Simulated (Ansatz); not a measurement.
The reference is WC (space group P-6m2, No. 187; a = 2.913 Å, c = 2.835 Å; relaxed with 0.1 eV smearing). Axes: x lies along a and z along c of the hexagonal cell.

All numbers come from r2SCAN (Ansatz, a program for electronic structure; PAW; 500 eV plane waves; without spin-orbit coupling).

Modification: the cell is stretched by 2.50 % along x with no lateral relaxation; the atoms relax in the strained cell.

Q: Predict the stress tensor and what it implies for the stiffness.

A: Stress of the strained cell less that of the base (GPa, compression positive):
```
  -16.9     0.0     0.0
    0.0    -5.7     0.0
    0.0     0.0    -4.1
```

Then −Δσ_ii/ε with ε = 0.0250 gives secant stiffness values (nonlinear terms included at this strain): C11 ≈ 674 GPa, C12 ≈ 227 GPa and C13 ≈ 163 GPa.

As a check, the harmonic strain energy −½ V₀ Δσ:ε is 14 meV/atom; the computed energy rise is 14 meV/atom.

No phonon test of stability was made. The final runs are not spin-polarised.
